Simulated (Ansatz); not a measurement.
The starting structures come from a database of crystals and need not be the phases stable at ambient conditions.

## Evanescent states of KHF2 (I4/mcm, not sure to be the ambient phase, 8 atoms a cell, 13.7 Å³ an atom) along the normal of (111)

Level of theory: r2SCAN (plane waves, PAW; Ansatz, a program for electronic structure).

No gap correction and no spin-orbit coupling; mid-gap values are interpolated between computed energies.

Energies count from the valence-band top; κ is the least over a 4×4 mesh across the current.

| E (eV) | κ (1/Å) | where |
|---|---|---|
| 0.17 | 0.279 | Γ |
| 0.53 | 0.391 | Γ |
| 0.88 | 0.458 | Γ |
| 1.23 | 0.503 | Γ |
| 1.57 | 0.535 | Γ |
| 1.93 | ___ | Γ |
| 2.27 | ___ | Γ |
| 2.62 | ___ | Γ |
| 2.98 | ___ | Γ |
| 3.33 | ___ | Γ |
| 3.67 | ___ | Γ |
| 4.03 | ___ | Γ |
| 4.38 | ___ | Γ |
| 4.72 | ___ | Γ |
| 5.08 | ___ | Γ |
| 5.42 | ___ | Γ |
| 5.78 | ___ | Γ |
| 6.12 | 0.456 | Γ |
| 6.47 | 0.416 | Γ |
| 6.83 | 0.366 | Γ |
| 7.17 | 0.302 | Γ |
| 7.53 | 0.211 | Γ |

### Question
Some entries are withheld; supply them.

### Answer

- 1.93, κ (1/Å): 0.558
- 2.27, κ (1/Å): 0.574
- 2.62, κ (1/Å): 0.584
- 2.98, κ (1/Å): 0.590
- 3.33, κ (1/Å): 0.591
- 3.67, κ (1/Å): 0.588
- 4.03, κ (1/Å): 0.582
- 4.38, κ (1/Å): 0.571
- 4.72, κ (1/Å): 0.557
- 5.08, κ (1/Å): 0.539
- 5.42, κ (1/Å): 0.517
- 5.78, κ (1/Å): 0.489
